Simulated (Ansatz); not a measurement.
Here is the system:

```yaml
crystal:
  lattice:
    - [0.00000, 2.57188, 2.57188]
    - [2.57188, 0.00000, 2.57188]
    - [2.57188, 2.57188, 0.00000]
  atoms:
    - { symbol: Sn, position: [0.00000, 0.00000, 0.00000] }
    - { symbol: C, position: [0.25000, 0.25000, 0.25000] }
```

Computed with PBE with spin-orbit coupling, rigid bands (plane waves, PAW; Ansatz, a first-principles code). Condition of this run: hydrostatic pressure of -7.5 GPa (compression positive) (the target of the relaxation). Geometry: cell and atoms relaxed with PBEsol, then loaded as said.

### Question
Predict the hole conductivity mass (n e² τ/σ) at 300 K, by direction if it differs.

### Answer
0.66 mₑ.

### Question
And the band gap?

### Answer
0.42 eV at this level; semilocal functionals usually fall short of the measured gap.

Rigid bands, one relaxation time for all states, no polarons. Geometry: cell and atoms relaxed with PBEsol.

Computed structure with no diffraction record at hand here (it may be known, metastable or hypothetical): SnC under load (space group F-43m).
